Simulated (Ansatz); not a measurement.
A computed series for Ge: carrier doping

Base system: Ge in the diamond structure (space group Fd-3m, No. 227).

```xyz
2
Lattice="0.0000 2.8373 2.8373 2.8373 0.0000 2.8373 2.8373 2.8373 0.0000" Properties=species:S:1:pos:R:3 pbc="T T T"
Ge     0.0000     0.0000     0.0000
Ge     1.4186     1.4186     1.4186
```

Carriers are added at fixed cell with a uniform background; the Fermi–Dirac width is that of 300 K.

Method: r2SCAN (Ansatz, a first-principles code; PAW; 500 eV plane waves; no SOC).

Notes on the quantities. Fermi level from band edge: Fermi level relative to the doped band's edge (positive inside the band; to 0.05 eV).

```json
[
 {"change": "undoped", "gap between the host's bands": "0.36 eV", "Fermi level from band edge": "–"},
 {"change": "electrons 1.0×10^21 cm⁻³", "gap between the host's bands": "0.36 eV", "Fermi level from band edge": "+0.55 eV"},
 {"change": "electrons 1.5×10^21 cm⁻³", "gap between the host's bands": "0.36 eV", "Fermi level from band edge": "+0.60 eV"},
 {"change": "electrons 1.0×10^22 cm⁻³", "gap between the host's bands": "0.37 eV", "Fermi level from band edge": "+1.10 eV"},
 {"change": "holes 1.0×10^21 cm⁻³", "gap between the host's bands": "0.35 eV", "Fermi level from band edge": "+0.40 eV"},
 {"change": "holes 1.5×10^21 cm⁻³", "gap between the host's bands": "0.35 eV", "Fermi level from band edge": "[?]"},
 {"change": "holes 1.0×10^22 cm⁻³", "gap between the host's bands": "0.31 eV", "Fermi level from band edge": "+1.35 eV"}
]
```

Problem. Some entries are withheld; estimate them.

Solution. 
- holes 1.5×10^21 cm⁻³, Fermi level from band edge: +0.50 eV

Carriers are added with a uniform compensating background; total energy and stress of such cells depend on the potential's zero and are not compared; many-body gap narrowing is missing at this level. No phonon test of stability was made.
